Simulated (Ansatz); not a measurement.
**Sn, pressure series**

Take Sn in the diamond structure (space group Fd-3m, No. 227; a = 6.655 Å) as the base.

Cell and atoms are relaxed at each pressure.

Levels (all Ansatz, a quantum-chemistry and plane-wave program, PAW): PBE (420 eV, no spin-orbit coupling); r2SCAN (500 eV, no spin-orbit coupling).

The base cell above is that of PBE; each level relaxes its own structures.

```json
[
 {"case": "pressure −2 GPa", "lattice parameter a, PBE": "6.803 Å", "lattice parameter a, r2SCAN": "___"},
 {"case": "pressure −1 GPa", "lattice parameter a, PBE": "6.724 Å", "lattice parameter a, r2SCAN": "6.621 Å"},
 {"case": "pressure 3 GPa", "lattice parameter a, PBE": "6.501 Å", "lattice parameter a, r2SCAN": "___"},
 {"case": "pressure 7 GPa", "lattice parameter a, PBE": "6.353 Å", "lattice parameter a, r2SCAN": "6.305 Å"},
 {"case": "pressure 15 GPa", "lattice parameter a, PBE": "6.151 Å", "lattice parameter a, r2SCAN": "6.121 Å"},
 {"case": "pressure 30 GPa", "lattice parameter a, PBE": "5.913 Å", "lattice parameter a, r2SCAN": "5.896 Å"},
 {"case": "pressure 50 GPa", "lattice parameter a, PBE": "5.708 Å", "lattice parameter a, r2SCAN": "___"},
 {"case": "pressure 75 GPa", "lattice parameter a, PBE": "5.530 Å", "lattice parameter a, r2SCAN": "___"},
 {"case": "pressure 100 GPa", "lattice parameter a, PBE": "5.399 Å", "lattice parameter a, r2SCAN": "5.396 Å"}
]
```

Problem. What belongs in the blanks?

Solution. 
- pressure −2 GPa, lattice parameter a, r2SCAN: 6.685 Å
- pressure 3 GPa, lattice parameter a, r2SCAN: 6.436 Å
- pressure 50 GPa, lattice parameter a, r2SCAN: 5.698 Å
- pressure 75 GPa, lattice parameter a, r2SCAN: 5.525 Å

PBE lies above r2SCAN in every row, by 0.003 Å to 0.118 Å. They put the cases in the same order.

Load acts through the strain it causes; cell and atoms are relaxed under it. Whether these cells are dynamically stable was not tested. Tetrahedral semiconductors of this kind turn to denser phases somewhere between about 1 and 50 GPa; those were not computed, so compressed cells here can lie past the real transition.
